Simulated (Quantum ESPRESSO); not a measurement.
Quantum ESPRESSO 7.5, DFT, PBE, plane waves, SSSP 1.1.2 efficiency PBE: zinc-blende GaAs with 2 In on Ga sites (Ga6As8In2), unrelaxed at the host's lattice constant, 16 atoms. Basis and mesh were picked for this test and aren't claimed converged.

| Item | Value |
|---|---|
| cell | 7.99, 7.99, 7.99 Å; 60, 60, 60° |
| task | scf |
| k mesh | 2×2×2 |
| ecutwfc | 45 Ry |
| ecutrho | 360 Ry |
| occupations | smearing |
| smearing | gaussian |
| degauss | 0.005 Ry |
| conv_thr | 1.6e-08 Ry |
| tprnfor | true |
| tstress | false |
| k-point pools (-nk) | 2 |
| diagonalization | david (default) |
| mixing_ndim | 8 (default) |
| k-points computed | 5 |
| bands | 86 |
| electrons | 144 |
| G-vectors of the density | 280737 |
| FFT grid | 96×96×96 |
| symmetry operations | 4 |

One run each.

All on 8 ranks. The settings tried:
- mixing_mode = local-TF, mixing_beta = 0.1
- mixing_mode = TF, mixing_beta = 1
- mixing_mode = TF, mixing_beta = 0.2
- mixing_mode = plain (default), mixing_beta = 0.7 (default)
- mixing_mode = plain, mixing_beta = 0.1
- mixing_mode = TF, mixing_beta = 0.1
- mixing_mode = plain, mixing_beta = 1
- mixing_mode = plain, mixing_beta = 0.4
- mixing_mode = local-TF, mixing_beta = 0.4
- mixing_mode = plain, mixing_beta = 0.2
- mixing_mode = TF, mixing_beta = 0.7
- mixing_mode = local-TF, mixing_beta = 0.2
- mixing_mode = TF, mixing_beta = 0.4

Question: Predict which of these converge in the fewest SCF iterations.

Answer: Fewest SCF iterations, with those close behind: mixing_mode = TF, mixing_beta = 1 (10); mixing_mode = plain (default), mixing_beta = 0.7 (default) (12); mixing_mode = TF, mixing_beta = 0.7 (12). Most among those that reach the base run's result: mixing_mode = local-TF, mixing_beta = 0.1 (55). All converged.

| setting | SCF iterations | end |
|---|---|---|
| mixing_mode = TF, mixing_beta = 1 | 10 | converged |
| mixing_mode = plain (default), mixing_beta = 0.7 (default) | 12 | converged |
| mixing_mode = TF, mixing_beta = 0.7 | 12 | converged |
| mixing_mode = plain, mixing_beta = 1 | 14 | converged |
| mixing_mode = plain, mixing_beta = 0.4 | 15 | converged |
| mixing_mode = plain, mixing_beta = 0.2 | 17 | converged |
| mixing_mode = TF, mixing_beta = 0.4 | 17 | converged |
| mixing_mode = plain, mixing_beta = 0.1 | 18 | converged |
| mixing_mode = TF, mixing_beta = 0.2 | 19 | converged |
| mixing_mode = local-TF, mixing_beta = 0.4 | 21 | converged |
| mixing_mode = local-TF, mixing_beta = 0.2 | 34 | converged |
| mixing_mode = TF, mixing_beta = 0.1 | 44 | converged |
| mixing_mode = local-TF, mixing_beta = 0.1 | 55 | converged |

4 planned settings were not run, for want of time.
